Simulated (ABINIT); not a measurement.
A self-consistent single point of MgH2 (P1, 3 atoms in the cell) with ABINIT.

Level of theory: PBEsol, PAW (JTH v2.0 PBE PAW, files made for PBE) (plane waves; ABINIT).

The change in words: lattice scaled by 0.98. Reference geometry:
```xyz
3
Lattice="0.0000 2.3811 2.3811 2.3811 0.0000 2.3811 2.3811 2.3811 0.0000" Properties=species:S:1:pos:R:3 pbc="T T T"
Mg    -0.0549    -0.0946     0.0260
H      3.5719     3.5696     3.6227
H      1.2451     1.2871     1.1134
```

Reference input (self-consistent single point, DFT, PBEsol, plane waves, PAW (JTH v2.0 PBE PAW, files made for PBE)): pseudos = [Mg.GGA_PBE-JTH.xml, H.GGA_PBE-JTH.xml]; ecut = 30 Ha; pawecutdg = 60 Ha; pawxcdev = 0; ixc = -116133; occopt = 3; tsmear = 0.05 eV; ngkpt = 11 11 11; nshiftk = 1; shiftk = 0 0 0; potentials = JTH v2.0 PBE PAW; nband = 11. This run's input differs from it in these lines:

```diff
@@ -3,3 +3,3 @@
 pseudos "Mg.GGA_PBE-JTH.xml, H.GGA_PBE-JTH.xml"
-acell 6.3633398161 6.3633398161 6.3633398161
+acell 6.2360738215 6.2360738215 6.2360738215
 rprim
```

The program printed (abridged):

```
--- !BeginCycle
solver: {iscf: 17, nstep: 80, nline: 4, wfoptalg: 10, }
tolerances: {toldfe: 1.00E-09, }
...

     iter   Etot(hartree)      deltaE(h)  residm     nres2
 ETOT  1  -62.845423779494    -6.285E+01 1.622E+01 1.134E+01
 ETOT  2  -64.604808108456    -1.759E+00 6.297E-02 4.583E+00
 ETOT  3  -64.595242428039     9.566E-03 5.260E-02 7.311E-01
 ETOT  4  -64.595064693453     1.777E-04 3.132E-02 4.443E-02
 ETOT  5  -64.595117292665    -5.260E-05 1.273E-03 1.276E-02
   [... 3 lines left out ...]
 ETOT  9  -64.595119237730    -5.364E-09 2.701E-04 1.155E-06
 ETOT 10  -64.595119235564     2.166E-09 1.948E-04 1.897E-07
 ETOT 11  -64.595119235473     9.068E-11 2.477E-04 8.299E-10
 ETOT 12  -64.595119235474    -6.963E-13 9.368E-05 1.023E-10
 At SCF step   12, etot is converged :
  for the second time, diff in etot=  6.963E-13 < toldfe=  1.000E-09

 Cartesian components of stress tensor (hartree/bohr^3)
  sigma(1 1)= -1.38950065E-04  sigma(3 2)=  3.93865066E-05
  sigma(2 2)= -1.27843566E-04  sigma(3 1)=  5.03237815E-05
  sigma(3 3)= -1.38152771E-04  sigma(2 1)= -8.07535344E-05

 ----iterations are completed or convergence reached----

 reduced coordinates (array xred) for    3 atoms
       0.997127000000      0.013802000000      0.963162000000
       0.760245000000      0.761224000000      0.738912000000
       0.242628000000      0.224974000000      0.297925000000
 cartesian forces (eV/Angstrom) at end:
    1      0.55051081950161     0.68791523041717    -0.32360094696686
    2     -0.04971921922856    -0.04628074344904    -0.28085688490895
   [... lines left out ...]
 Fermi (or HOMO) energy (hartree) =   0.17824   Average Vxc (hartree)=  -0.33590
   [... lines left out ...]
'-kT*entropy'       : -1.39941023010087E-04
total_energy        : -6.45951196689337E+01
total_energy_eV     : -1.75772259679399E+03
...

-Cartesian components of stress tensor (GPa)         [Pressure=  3.9713E+00 GPa]
- sigma(1 1)= -4.08805137E+00  sigma(3 2)=  1.15879084E+00
- sigma(2 2)= -3.76128694E+00  sigma(3 1)=  1.48057652E+00
- sigma(3 3)= -4.06459418E+00  sigma(2 1)= -2.37585061E+00

 Calculation completed.
```

The run converged in 12 iterations. Against the reference run the free energy goes up by 6.6 meV/atom, the pressure goes from 0.05 to 3.97 GPa and the largest force goes from 0.884 to 1.014 eV/Å.

The starting cell comes from a database of computed structures (which also holds hypothetical and non-ambient phases and stackings), without a prior relaxation at this level. Its atoms were displaced at random from the sites of space group no. 225. For this run, on top of that: lattice scaled by 0.98. The potentials were made for another functional than the one used. With a pressure of about 4 GPa the cell is away from its equilibrium volume at this level. Forces in this geometry exceed 1 eV/Å.

Cost on one core of a shared machine: roughly 3 min.
